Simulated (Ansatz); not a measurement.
Here is the system:

```
CELL_PARAMETERS angstrom
      0.00000     3.88025     3.88025
      3.88025     0.00000     3.88025
      3.88025     3.88025     0.00000
ATOMIC_POSITIONS crystal
  Sr 0.00000 0.00000 0.00000
  Ca 0.50000 0.50000 0.50000
  Ti 0.25000 0.25000 0.25000
  Ti 0.75000 0.75000 0.75000
  O  0.50000 0.00000 0.00000
  O  0.00000 0.50000 0.50000
  O  0.00000 0.00000 0.50000
  O  0.50000 0.50000 0.00000
  O  0.00000 0.50000 0.00000
  O  0.50000 0.00000 0.50000
```

No spin polarisation.

Computed with r2SCAN/PAW in Ansatz (a first-principles code), scalar-relativistic without spin-orbit coupling. Γ-centred 8×8×8 mesh, Fermi–Dirac width 0.05 eV.

**Question.** What is the computed gap character (in this cell's own zone, which can be folded)?

**Answer.** Direct at Γ.

**Question.** Estimate the band gap.

**Answer.** 2.29 eV.

These are small ordered cells, not random alloys; other orderings at the same x differ. Whether these cells are dynamically stable was not tested. All final runs are without spin polarisation. The cell was made from SrTiO3 by this change: x(Ca) = 0.5, 10 atoms, Fm-3m. Many cubic perovskites are stable only at high temperature; tilts and polar distortions were not tested.
